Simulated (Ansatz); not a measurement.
Ansatz (a quantum-chemistry and plane-wave program) run on the (100) slab of Al2Cu (cut from a parent of space group no. 139; 12 atoms in the cell): self-consistent single point.

Computed with LDA (PW92), default PAW files made with PBE (plane waves; Ansatz).

```
CELL_PARAMETERS angstrom
      4.04037     0.00000     0.00000
      0.00000     5.67368     0.00000
      0.00000     0.00000    20.06062
ATOMIC_POSITIONS crystal
  Al 0.50000 0.25000 0.44965
  Al 0.00000 0.25000 0.34894
  Cu 0.00000 0.50000 0.44965
  Al 0.00000 0.75000 0.34894
  Al 0.50000 0.75000 0.44965
  Cu 0.50000 0.00000 0.34894
  Al 0.50000 0.25000 0.65106
  Al 0.00000 0.25000 0.55035
  Cu 0.00000 0.50000 0.65106
  Al 0.00000 0.75000 0.55035
  Al 0.50000 0.75000 0.65106
  Cu 0.50000 0.00000 0.55035
```

Reference input (self-consistent single point, DFT, LDA (PW92), plane waves, default PAW files made with PBE): basis.ecutwfc = 30.9 Ry; kpoints.mp_grid.grid = 7 5 1; hamiltonian.xc = lda; hamiltonian.pseudopotentials = {kind: paw} (the program's default PAW files); scf.occupations.method = gaussian; scf.occupations.width = 0.0073 Ry. This run's input differs from it in these lines:

Ansatz 0.2 input:
```diff
@@ -21,3 +21,3 @@
 kpoints:
-  mp_grid: { grid: [7, 5, 1] }
+  mp_grid: { grid: [5, 4, 1] }
 hamiltonian:
```

The program printed (abridged):

```
SCF iter   1: F=—  HF=-30324.089759 eV  |F-HF|=—  |Δ(HF+E_count)|=         —  Δρ=5.66e-3  dr2=1.52e-1  ethr=1.77e-3  ⟨swp⟩=10.8  Hψ=2749  notcnv=0  defer=4
all-band conjugate gradients solve this SCF's bands
preconditioner: auto → LDOS
SCF iter   2: F=—  HF=-30324.233437 eV  |F-HF|=—  |Δ(HF+E_count)|=   1.44e-1  Δρ=1.66e-2  dr2=7.82e-1  ethr=1.52e-4  ⟨swp⟩=2.2  Hψ=1156  notcnv=0  defer=52
   [... lines left out ...]
SCF iter   6: F=—  HF=-30324.065820 eV  |F-HF|=—  |Δ(HF+E_count)|=   5.02e-5  Δρ=2.29e-4  dr2=1.42e-4  ethr=4.40e-7  ⟨swp⟩=2.0  Hψ=904  notcnv=0  defer=42
SCF iter   7: F=—  HF=-30324.065797 eV  |F-HF|=—  |Δ(HF+E_count)|=   2.27e-5  Δρ=4.50e-5  dr2=5.57e-6  ethr=1.42e-7  ⟨swp⟩=2.0  Hψ=710  notcnv=0  defer=42
SCF iter   8: F=—  HF=-30324.065861 eV  |F-HF|=—  |Δ(HF+E_count)|=   6.39e-5  Δρ=2.21e-5  dr2=1.63e-6  ethr=5.57e-9  ⟨swp⟩=2.0  Hψ=796  notcnv=0  defer=42
SCF iter   9: F=-30324.065861 eV  HF=-30324.065862 eV  |F-HF|=2.45e-8  |Δ(HF+E_count)|=   1.09e-7  Δρ=3.73e-6  dr2=4.16e-8  ethr=1.00e-10  ⟨swp⟩=14.4  Hψ=3085  notcnv=0
SCF 1 converged in 9 iterations: F = -30324.065861 eV  dr2 = 4.16e-8
Free energy (F): -30324.065861 eV
Internal energy: -30324.039954 eV  (E = F + TS)
E sigma→0 (E₀):  -30324.052908 eV
Entropy (-TS):   -0.025907 eV (-2.159 meV/atom)
Fermi energy:    1.073522 eV
--- Forces (eV/Å), atoms counted from 1 ---
  atom   1  Al    -0.00000000     0.12962484    -0.19431543
  atom   2  Al     0.00000000    -0.23092372     0.05674420
  atom   3  Cu     0.00000000     0.00000000     0.08145133
  atom   4  Al    -0.00000000     0.23092372     0.05674420
  atom   5  Al     0.00000000    -0.12962484    -0.19431543
  atom   6  Cu     0.00000000     0.00000000     0.26322386
  atom   7  Al    -0.00000000     0.23092372    -0.05674420
  atom   8  Al     0.00000000    -0.12962484     0.19431543
   [... lines left out ...]
  atom  12  Cu    -0.00000000    -0.00000000    -0.08145133
--- Stress (GPa, compression-positive) ---
       -2.013944      -0.000000       0.000000
       -0.000000      -2.013864      -0.000000
        0.000000      -0.000000      -0.580722
  P = ⅓ Tr σ = -1.5362 GPa (-15.362 kbar)
  The stress holds the Pulay correction. Without it, at fixed plane waves, as pw.x and ABINIT print it: P = -1.5635 GPa
```

The run converged in 9 iterations. Against the reference run the free energy falls by 8.7 meV/atom and the largest force goes from 0.180 to 0.263 eV/Å.

The starting cell comes from a database of computed structures (which also holds hypothetical and non-ambient phases and stackings), without a prior relaxation at this level. The slab is cut from that crystal, and its faces are unrelaxed. Its lattice was rescaled by up to half a per cent. Spin polarisation is off.
